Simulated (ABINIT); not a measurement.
## Input and output of a self-consistent single point for Se (P3_121, 3 atoms in the cell) (ABINIT)

Level of theory: PBE, PAW (JTH v2.0 PBE PAW) (plane waves; ABINIT).

The input file:

```
# Se, JTH v2.0 PBE PAW
pp_dirpath "./"
pseudos "Se.GGA_PBE-JTH.xml"
acell 8.5928971424 8.5928971424 9.4970095016
rprim
         1.0000000000    0.0000000375    0.0000000000
        -0.5000000324    0.8660253851    0.0000000000
         0.0000000000    0.0000000000    1.0000000000
natom 3
ntypat 1
znucl 34
typat 1 1 1
xcart
         0.9907818567    0.0000000371    1.6752003333
        -0.4953909605    0.8580422389    3.3504006667
         1.7781916280    3.0799185117   -0.0000000000
      Angstrom
ecut 544 eV
pawecutdg 1088 eV
pawxcdev 0
ixc 11
occopt 1
nband 13
kptopt 1
ngkpt 7 7 6
nshiftk 1
shiftk 0 0 0
nstep 100
tolvrs 1.0e-12
prtwf 0
prtden 0
```

The program printed (abridged):

```
 Symmetries : space group P3_1 2 1 (#152); Bravais hP (primitive hexag.)

 -outvars: echo values of preprocessed input variables --------
            acell      8.5928971424E+00  8.5928971424E+00  9.4970095016E+00 Bohr
             ecut      1.99916330E+01 Hartree
              ixc          11
         kptrlatt        7    0    0      0    7    0      0    0    6
          kptrlen      5.69820570E+01
            natom           3
            nband          13
            ngfft          36      36      40
          ngfftdg          50      50      60
             nkpt          40
            nstep         100
             nsym           6
           ntypat           1
        pawecutdg      3.99832660E+01 Hartree
         pawxcdev           0
            rprim      1.0000000000E+00  3.7500000000E-08  0.0000000000E+00
                      -5.0000003240E-01  8.6602538510E-01  0.0000000000E+00
                       0.0000000000E+00  0.0000000000E+00  1.0000000000E+00
          spgroup         152
           tolvrs      1.00000000E-12
            typat      1  1  1
           useylm           1
             xred      2.1789000095E-01  1.4194994744E-09  3.3333333479E-01
                       1.4259503069E-09  2.1789000094E-01  6.6666666813E-01
                       7.8211000191E-01  7.8211000190E-01  1.4585722075E-09
            znucl       34.00000

== DATASET  1 ==================================================================

 Exchange-correlation functional for the present dataset will be:
  GGA: Perdew-Burke-Ernzerhof functional - ixc=11
 Citation for XC functional:
  J.P.Perdew, K.Burke, M.Ernzerhof, PRL 77, 3865 (1996)

 Real(R)+Recip(G) space primitive vectors, cartesian coordinates (Bohr,Bohr^-1):
 R(1)=  8.5928971  0.0000003  0.0000000  G(1)=  0.1163752  0.0671892  0.0000000
 R(2)= -4.2964488  7.4416671  0.0000000  G(2)= -0.0000000  0.1343785  0.0000000
 R(3)=  0.0000000  0.0000000  9.4970095  G(3)=  0.0000000  0.0000000  0.1052963
 Unit cell volume ucvol=  6.0729084E+02 bohr^3
 Angles (23,13,12)=  9.00000000E+01  9.00000000E+01  1.20000000E+02 degrees

 Coarse grid specifications (used for wave-functions):

 getcut: wavevector=  0.0000  0.0000  0.0000  ngfft=  36  36  40
         ecut(hartree)=     19.992   => boxcut(ratio)=   2.08149

 Fine grid specifications (used for densities):

 getcut: wavevector=  0.0000  0.0000  0.0000  ngfft=  50  50  60
         ecut(hartree)=     39.983   => boxcut(ratio)=   2.04476

   1.68451029E+03                                ecore*ucvol(ha*bohr**3)

_setup2: Arith. and geom. avg. npw (full set) are    2593.452    2593.442

--- !BeginCycle
solver: {iscf: 17, nstep: 100, nline: 4, wfoptalg: 10, }
tolerances: {tolvrs: 1.00E-12, }
...

     iter   Etot(hartree)      deltaE(h)  residm     nres2
 ETOT  1  -28.706388655775    -2.871E+01 3.066E-02 2.560E+00
 ETOT  2  -28.734899307388    -2.851E-02 2.141E-03 3.084E-01
 ETOT  3  -28.734644311271     2.550E-04 1.672E-04 7.147E-03
 ETOT  4  -28.734687309807    -4.300E-05 9.690E-05 9.135E-04
 ETOT  5  -28.734702342247    -1.503E-05 1.438E-05 5.113E-05
 ETOT  6  -28.734703576429    -1.234E-06 4.065E-06 8.435E-06
   [... 2 lines left out ...]
 ETOT  9  -28.734703916175    -1.906E-09 1.415E-07 2.624E-09
 ETOT 10  -28.734703916191    -1.663E-11 2.995E-08 1.632E-10
 ETOT 11  -28.734703916192    -7.390E-13 1.467E-08 1.372E-11
 ETOT 12  -28.734703916192    -3.553E-13 3.123E-09 1.280E-12
 ETOT 13  -28.734703916193    -2.487E-13 1.536E-09 1.592E-13

 At SCF step   13       nres2   =  1.59E-13 < tolvrs=  1.00E-12 =>converged.

 Cartesian components of stress tensor (hartree/bohr^3)
  sigma(1 1)=  1.38946715E-06  sigma(3 2)=  0.00000000E+00
  sigma(2 2)=  1.38946645E-06  sigma(3 1)=  0.00000000E+00
  sigma(3 3)= -6.54150014E-06  sigma(2 1)= -4.00705344E-13

 ----iterations are completed or convergence reached----

 reduced coordinates (array xred) for    3 atoms
       0.217890000946      0.000000001419      0.333333334792
       0.000000001426      0.217890000939      0.666666668125
       0.782110001906      0.782110001900      0.000000001459
 cartesian forces (eV/Angstrom) at end:
    1      0.01784547737612     0.00000000066764    -0.00000000000000
    2     -0.00892273926761     0.01545463641539    -0.00000000000000
    3     -0.00892273810851    -0.01545463708303    -0.00000000000000
 frms,max,avg= 1.0303091E-02 1.7845477E-02   0.000E+00  0.000E+00  0.000E+00 e/A
 length scales=  8.592897142400  8.592897142400  9.497009501600 bohr
              =  4.547165323516  4.547165323516  5.025600978009 angstroms
 Fermi (or HOMO) energy (hartree) =  -0.01911   Average Vxc (hartree)=  -0.31827
 Eigenvalues (hartree) for nkpt=  40  k points:
 kpt#   1, nband= 13, wtk=  0.00340, kpt=  0.0000  0.0000  0.0000 (reduced coord)
  -0.58333   -0.44294   -0.44294   -0.15599   -0.15599   -0.14424   -0.08649   -0.08649
  -0.02929    0.05413    0.05413    0.06610    0.19740
 prteigrs : prtvol=0 or 1, do not print more k-points.

--- !EnergyTerms
comment             : Components of total free energy in Hartree
kinetic             :  1.00665550925389E+01
hartree             :  3.93414870151455E+00
xc                  : -1.89038672938485E+01
Ewald energy        : -2.46826728669887E+01
psp_core            :  2.77381145418948E+00
local_psp           : -1.22457144991043E+01
spherical_terms     :  1.03230355404136E+01
total_energy        : -2.87347038712851E+01
total_energy_eV     : -7.81911057144966E+02
...

-Cartesian components of stress tensor (GPa)         [Pressure=  3.6900E-02 GPa]
- sigma(1 1)=  4.08795279E-02  sigma(3 2)=  0.00000000E+00
- sigma(2 2)=  4.08795076E-02  sigma(3 1)=  0.00000000E+00
- sigma(3 3)= -1.92457546E-01  sigma(2 1)= -1.17891562E-08

 Calculation completed.
```

The run converged in 13 iterations.

The starting cell comes from a database of computed structures (which also holds hypothetical and non-ambient phases and stackings), without a prior relaxation at this level. Its lattice was rescaled by a random factor within 2.5 % of one.

Cost on one core of a shared machine: roughly 80 s.
